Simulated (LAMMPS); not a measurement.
Molecular dynamics of a free-standing liquid film of Si, 896 atoms, at 1940 K.

Level of theory: classical MD, pair style meam/spline, file Si_1.meam.spline (LAMMPS).

**Question.** Estimate the number density in the middle, the excess potential energy of the surface for this model.

**Answer.** number density in the middle: 0.0645 Å⁻³; excess potential energy of the surface: 1.0 J/m².
